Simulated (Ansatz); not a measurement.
# WSi2, response to strain

Base system: WSi₂ (space group I4/mmm, No. 139; a = 3.2122 Å, c = 7.8065 Å; relaxed with 0.1 eV smearing). Axes: x, y, z lie along a, b, c of the conventional cell.

Strains are applied to the cell and any free atomic positions relax; under biaxial strain the out-of-plane vector relaxes too; under stress the whole cell relaxes.

All numbers come from Kohn–Sham DFT with the r2SCAN functional, run in Ansatz (a quantum-chemistry and plane-wave program) with PAW and 500 eV plane waves, no spin-orbit coupling, earlier PAW set.

Notes on the quantities. energy relative to the base: free energy F.

```csv
case,energy relative to the base,space group,shortest interatomic distance
base,0 meV/atom,I4/mmm (No. 139),2.579 Å
"biaxial strain −1.64 %, plane normal [001], relaxed out of plane",+12 meV/atom,I4/mmm (No. 139),2.585 Å
"biaxial strain +0.53 %, plane normal [001], relaxed out of plane",+1.2 meV/atom,I4/mmm (No. 139),(withheld)
"uniaxial stress, 8 GPa tension along z",+5.4 meV/atom,I4/mmm (No. 139),(withheld)
"uniaxial stress, 8 GPa compression along x",+6.3 meV/atom,Immm (No. 71),2.588 Å
"uniaxial stress, 0.5 GPa compression along z",0.0 meV/atom,I4/mmm (No. 139),2.577 Å
```

Question: Some entries are withheld; estimate them.

Answer: 
- biaxial strain +0.53 %, plane normal [001], relaxed out of plane, shortest interatomic distance: 2.572 Å
- uniaxial stress, 8 GPa tension along z, shortest interatomic distance: 2.615 Å

Beyond what the load breaks, stability against distortions was not tested. The final runs are not spin-polarised.
